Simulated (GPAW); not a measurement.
Worked example: self-consistent single point of BaCd2 (Imma, 6 atoms in the cell) in GPAW.

Computed with LDA (Perdew-Wang 92), GPAW PAW datasets LDA (gpaw-data 1.0.1) (plane waves; GPAW 25.7.0).

```
CELL_PARAMETERS angstrom
     -2.60045     4.11620     4.25148
      2.60045    -4.11620     4.25148
      2.60045     4.11620    -4.25148
ATOMIC_POSITIONS crystal
  Ba 0.70133 0.45133 0.25000
  Ba 0.29867 0.54867 0.75000
  Cd 0.72653 0.16407 0.56246
  Cd 0.27347 0.83593 0.43754
  Cd 0.10161 0.16407 0.93754
  Cd 0.89839 0.83593 0.06246
```

Reference input (self-consistent single point, DFT PBEsol, plane waves, GPAW PAW datasets PBEsol (made by gpaw-setup)): mode = pw; ecut = 600 eV; xc = PBEsol; kpts = 4 4 4; mesh shift (steps) = 0 0 0; occupations.name = fermi-dirac; occupations.width = 0.1 eV; nbands = -10; symmetry.symmorphic = false; symmetry.tolerance = 0.0005; maxiter = 100. This run's input differs from it in these lines:

```diff
@@ -17,3 +17,3 @@
 calc = GPAW(mode={'name': 'pw', 'ecut': 600},
-            xc='PBEsol',
+            xc='LDA',
             kpts={'size': (4, 4, 4), 'gamma': True},
```

Its files differ too (potentials: GPAW PAW datasets LDA (gpaw-data 1.0.1)).

The program printed (abridged):

```
     iter     time        total  log10-change:
                         energy   eigst   dens
iter:   1 --:--:--   -13.942286
iter:   2 --:--:--   -13.996552   -1.29  -1.37
iter:   3 --:--:--   -13.567505   -2.00  -1.39
iter:   4 --:--:--   -13.740241   -1.27  -1.53
iter:   5 --:--:--   -13.503054   -2.87  -1.94
iter:   6 --:--:--   -13.431584   -3.00  -2.14
iter:   7 --:--:--   -13.411576   -3.36  -2.29
iter:   8 --:--:--   -13.393712   -2.69  -2.48
iter:   9 --:--:--   -13.389881c  -3.66  -2.89
iter:  10 --:--:--   -13.389728c  -4.72  -3.01
iter:  11 --:--:--   -13.389408c  -5.03  -3.40
iter:  12 --:--:--   -13.389411c  -6.83  -3.54
iter:  13 --:--:--   -13.389395c  -6.14  -3.55
iter:  14 --:--:--   -13.389366c  -5.48  -3.70
iter:  15 --:--:--   -13.389362c  -6.45  -3.92
iter:  16 --:--:--   -13.389361c  -6.64  -3.94
iter:  17 --:--:--   -13.389348c  -6.19  -3.99
iter:  18 --:--:--   -13.389349c  -8.13c -4.44c
Converged after 18 iterations.

Dipole moment: (-0.000000, 0.000000, -0.000000) |e|*Ang

Energy contributions relative to reference atoms: (reference = -1050359.413712)

Kinetic:         +8.308427
Potential:       +0.624797
External:        +0.000000
XC:             -22.617978
Entropy (-ST):   -0.147740
Local:           +0.369275
SIC:             +0.000000
--------------------------
Free energy:    -13.463219
Extrapolated:   -13.389349

Showing only first 2 kpts
 Kpt  Band  Eigenvalues  Occupancy
  0    32      6.19783    1.99546
  0    33      6.23899    1.99316
  0    34      6.36002    1.97725
  0    35      7.03135    0.19095

  1    32      5.52438    1.99999
  1    33      6.61426    1.74481
  1    34      7.04199    0.17335
  1    35      7.24347    0.02499

Fermi level: 6.80649

No gap
   [... lines left out ...]
  0 Ba    0.00000    0.00000    0.02940
  1 Ba    0.00000    0.00000   -0.02940
  2 Cd    0.00000    0.01644    0.03036
  3 Cd    0.00000   -0.01644   -0.03036
  4 Cd    0.00000   -0.01644    0.03036
  5 Cd    0.00000    0.01644   -0.03036

Stress tensor:
     0.013363     0.000000     0.000000
     0.000000     0.009476     0.000000
     0.000000     0.000000     0.012447
Stress (GPa, Voigt): [2.1409 1.5182 1.9943 0.     0.     0.    ]
```

The run converged in 18 iterations. GPAW prints stress with tension positive. Against the reference run the pressure goes from -0.12 to -1.88 GPa and the largest force goes from 0.028 to 0.035 eV/Å.

The starting cell comes from a database of computed structures (which also holds hypothetical and non-ambient phases and stackings), without a prior relaxation at this level. Its lattice was rescaled by a random factor within 2.5 % of one.

Cost on one core of a shared machine: roughly 4 min.
